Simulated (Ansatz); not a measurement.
Effect of isotropic strain −3.37 % on LiNbO3

Base system: LiNbO3 (space group R3c, No. 161; a = 5.190 Å, c = 14.016 Å (hexagonal axes)).

It is then changed as follows: every lattice vector is shortened by 3.37 %, atoms relaxed at fixed cell.

Computed with PBE (Ansatz, a first-principles code), no spin-orbit coupling, earlier PAW set. Settings: 8×8×8 k-points, 0.05 eV Fermi–Dirac smearing.

| quantity | base | changed | shift |
|---|---|---|---|
| volume per atom | 10.90 Å³ | 9.83 Å³ | -1.07 Å³ |
| space group | R3c (No. 161) | R3c (No. 161) | – |
| shortest interatomic distance | 1.884 Å | 1.876 Å | -0.008 Å |
| energy relative to the base (free energy F) | 0 meV/atom | +41 meV/atom | +41 meV/atom |
| pressure (mean of the normal stresses, compression positive) | 0.01 GPa | 13.73 GPa | +13.72 GPa |
| band gap (an upper bound: an edge found on the path is not a true extremum; the changed cell) | 3.54 eV | 3.64 eV | +0.10 eV |
| largest internal atomic displacement | – | 0.092 Å | – |

Whether these cells are dynamically stable was not tested.
